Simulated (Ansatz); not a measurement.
Ansatz (a quantum-chemistry and plane-wave program), DFT, PBE, plane waves, its default PAW files: unreconstructed Ge(100) slab of 6 layers, 1x1, atoms displaced (Ge6), unrelaxed, 6 atoms. Basis and mesh were picked for this test and aren't claimed converged.

```
Item                                                      Result
------------------------------  --------------------------------
cell                            4.00, 4.00, 27.07 Å; 90, 90, 90°
distance to the nearest atom                      2.38 to 2.47 Å
task                                                single point
k mesh                                                     6×6×1
hamiltonian.xc                                               pbe
kind of files                                                paw
scf.occupations.method                               fermi_dirac
scf.occupations.width                                     0.1 eV
output.forces                                               true
binding of workers (--pin)                                   off
k-point pools (--kpoint-pools)                                 1
memory maximum (--max-ram)                                  8GiB
accuracy                                        medium (default)
basis.precision                                   auto (default)
basis.xc_grid                                        2 (default)
scf.eigensolver.kind                              auto (default)
scf.convergence.dr2_threshold                    1e-07 (default)
scf.lower_state_search                           light (default)
k-points after symmetry                                       20
bands at the start                                            48
electrons                                                     84
plane waves at Γ                                            8483
cutoff (eV)                                                  420
FFT grid                                               27×27×192
symmetry operations                                            1
```

Settings of this run: scf.mixing.algorithm = auto, scf.mixing.preconditioner = kerker, scf.algorithm = auto; 4 threads.

| iteration | dr2 (eV) | Hψ |
|---|---|---|
| 1 | 2.24e-2 | 3605 |
| 2 | 1.03e-2 | 1239 |
| 3 | 8.89e-4 | 1663 |
| 4 | 4.05e-4 | 1765 |
| 5 | 1.90e-4 | 1110 |
| 6 | 1.28e-4 | 1033 |
| 7 | 1.17e-4 | 1101 |
| 8 | 1.15e-4 | 961 |
| 9 | 1.09e-4 | 983 |
| 10 | 8.78e-5 | 981 |
| 11 | 7.92e-5 | 981 |
| 12 | 4.81e-5 | 1544 |
| 13 | 2.77e-5 | 1795 |
| 14 | 1.24e-5 | 1413 |
| 15 | 6.05e-6 | 1552 |
| 16 | 3.67e-6 | 1829 |
| 17 | 1.95e-6 | 1828 |
| 18 | 1.56e-6 | 1626 |
| 19 | 9.58e-7 | 1614 |
| 20 | 4.50e-7 | 1045 |
| 21 | 4.31e-7 | 1091 |
| 22 | 1.83e-7 | 1035 |
| 23 | 1.90e-7 | 1815 |
| 24 | 1.11e-7 | 1652 |
| 25 | 6.94e-8 | 2641 |

It converged after 25 SCF iterations.

Question: Which change of one setting makes this cycle converge in far fewer steps?

Answer: Several could match; the one computed here: scf.mixing.preconditioner = auto (default) (8 SCF iterations) or scf.mixing.preconditioner = ldos (8 SCF iterations) or scf.mixing.preconditioner = none (10 SCF iterations) or scf.mixing.preconditioner = local_kerker (10 SCF iterations), all else kept. The other changes of this size gave: scf.mixing.preconditioner = kerker_dos (20); scf.mixing.algorithm = broyden (24). With more settings changed, the fewest of all runs of this system: scf.mixing.preconditioner = auto (default), scf.algorithm = direct_min (6). In that run the program took: scf.mixing.algorithm MSR1, scf.mixing.preconditioner LDOS, scf.eigensolver.kind band_cg, --slots 4. The first change moves the result by: energy under 0.001 meV/atom, forces (largest component) 0.029 meV/Å. Counts are of single runs.

Keys are those of Ansatz 0.2.
